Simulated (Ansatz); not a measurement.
Au: Au → P

Take Au in the fcc (Cu type) structure (space group Fm-3m, No. 225; a = 4.124 Å) as the base.

It is then changed as follows: P takes the place of Au on all its sites; the structure is relaxed again.

The values are results of Ansatz (a quantum-chemistry and plane-wave program), r2SCAN, PAW, cutoff 500 eV, without spin-orbit coupling, earlier PAW set, not measurements. k-mesh 21×21×21 (Γ-centred); smearing 0.05 eV (Fermi–Dirac), for the changed cell.

```csv
quantity,base,changed,shift
density,18.65 g/cm³,3.51 g/cm³,-15.146 g/cm³
lattice parameter a,412.4 pm,388.6 pm,-23.8 pm
space group,Fm-3m (No. 225),Fm-3m (No. 225),–
band gap,zero,zero,–
```

Final structure:

```
CELL_PARAMETERS angstrom
      0.00000     1.94285     1.94285
      1.94285     0.00000     1.94285
      1.94285     1.94285     0.00000
ATOMIC_POSITIONS crystal
  P  0.00000 0.00000 0.00000
```

Cost of the whole job for the changed cell (relaxation, final SCF and bands): around 21 core-seconds (rough).

Whether these cells are dynamically stable was not tested. As relaxed here, P is a hypothetical phase, not in the database extracts checked.
